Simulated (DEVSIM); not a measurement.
Structure: Pt/SiO2/p-Ge capacitor, at 300 K.

```csv
layer (left to right),material,thickness (nm),Na (cm⁻³)
1,SiO2,4.30,-
2,Ge,6200,9.3e15
```

Metal gate on the left, work function 5.6 eV. Fixed charge at the semiconductor interface 0 cm⁻² (in units of +e); no interface traps.

Constants are typed, rounded textbook-type inputs, not results; the design itself was drawn at random and stands for no fabricated device. Values at 300 K.

| parameter | SiO2 | Ge |
|---|---|---|
| gap (eV) | 9 | 0.664 |
| affinity (eV) | 0.9 | 4 |
| permittivity | 3.9 | 16 |
| Nc (cm⁻³) | - | 1.04e19 |
| Nv (cm⁻³) | - | 6e18 |

Simulated with DEVSIM: 1D Poisson equation in equilibrium, Boltzmann statistics, complete ionisation; no quantum confinement or tunnelling. Metal contacts follow the ideal Schottky-Mott rule: no Fermi-level pinning, no interface dipoles.

Tabulate band edges, carrier densities and field at 1.35 V on the gate.

Energies count from the Fermi level of the right contact; mesh points crowd at the junctions.

```csv
x (μm),Ec (eV),Ev (eV),n (cm⁻³),p (cm⁻³),field (V/cm)
0.000,3.350,-5.650,< 1e2,< 1e2,81000
0.001149,3.359,-5.641,< 1e2,< 1e2,81000
0.002630,3.371,-5.629,< 1e2,< 1e2,81000
0.003937,3.382,-5.618,< 1e2,< 1e2,81000
0.005670,0.288,-0.376,1.5e14,2.8e12,20000
0.008846,0.294,-0.370,1.2e14,3.6e12,19000
0.01558,0.307,-0.357,7.4e13,5.9e12,19000
0.03994,0.349,-0.315,1.4e13,3.0e13,16000
0.08613,0.412,-0.252,1.3e12,3.5e14,11000
0.1841,0.479,-0.185,9.4e10,4.6e15,3300
0.4113,0.497,-0.167,4.7e10,9.2e15,42
1.210,0.497,-0.167,4.7e10,9.3e15,≈ 0
2.726,0.497,-0.167,4.7e10,9.3e15,≈ 0
4.577,0.497,-0.167,4.7e10,9.3e15,≈ 0
5.655,0.497,-0.167,4.7e10,9.3e15,≈ 0
5.961,0.497,-0.167,4.7e10,9.3e15,≈ 0
6.093,0.497,-0.167,4.7e10,9.3e15,≈ 0
6.156,0.497,-0.167,4.7e10,9.3e15,≈ 0
6.189,0.497,-0.167,4.7e10,9.3e15,≈ 0
6.198,0.497,-0.167,4.7e10,9.3e15,≈ 0
6.202,0.497,-0.167,4.7e10,9.3e15,≈ 0
6.204,0.497,-0.167,4.7e10,9.3e15,≈ 0
```
